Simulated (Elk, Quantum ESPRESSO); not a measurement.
An Elk input for a self-consistent single point of NiAl (Pm-3m, 2 atoms in the cell) (DFT, PBE, all-electron FP-LAPW, Elk's shipped species files, APW+lo basis with extra local orbitals):

```
tasks
  0

xctype
  20

rgkmax
  7.5

gmaxvr
  16.0

nxlo
  2

lorbcnd
  .true.

rmtscf
  0.96

lmaxi
  3

swidth
  0.00367493

maxscl
  100

scale
  5.4613085

avec
    1.0000000000    0.0000000000    0.0000000000
    0.0000000000    1.0000000000    0.0000000000
    0.0000000000    0.0000000000    1.0000000000

sppath
  'species/'

atoms
  2
  'Al.in'
  1
  0.5000000000  0.5000000000  0.5000000000    0.0 0.0 0.0
  'Ni.in'
  1
  0.0000000000  0.0000000000  0.0000000000    0.0 0.0 0.0

ngridk
  9 9 9
```

Problem. Give the Quantum ESPRESSO input for the same structure, mesh, smearing and functional.

Solution. One input that does it (others would too):

```fortran
&control
  calculation = 'scf',
  outdir = './work',
  pseudo_dir = './',
  tprnfor = .true.,
  tstress = .true.,
/
&system
  ibrav = 0,
  nat = 2,
  ntyp = 2,
  ecutwfc = 50,
  ecutrho = 400,
  occupations = 'smearing',
  smearing = 'fd',
  degauss = 0.0073499,
/
&electrons
  conv_thr = 1e-10,
  mixing_beta = 0.4,
/
ATOMIC_SPECIES
Al    26.9815  Al.pbe-n-kjpaw_psl.1.0.0.UPF
Ni    58.6934  ni_pbe_v1.4.uspp.F.UPF
ATOMIC_POSITIONS crystal
Al    0.500000000    0.500000000    0.500000000
Ni    0.000000000    0.000000000    0.000000000
K_POINTS automatic
9 9 9  0 0 0
CELL_PARAMETERS angstrom
   2.890000000     0.000000000     0.000000000
   0.000000000     2.890000000     0.000000000
   0.000000000     0.000000000     2.890000000
```

Basis settings and potentials, where a program has them, do not carry over. This input uses DFT, PBE, plane waves, SSSP 1.1.2 efficiency (PBE) pseudopotentials.

The starting cell has typed, rounded lattice constants, without a prior relaxation at this level.
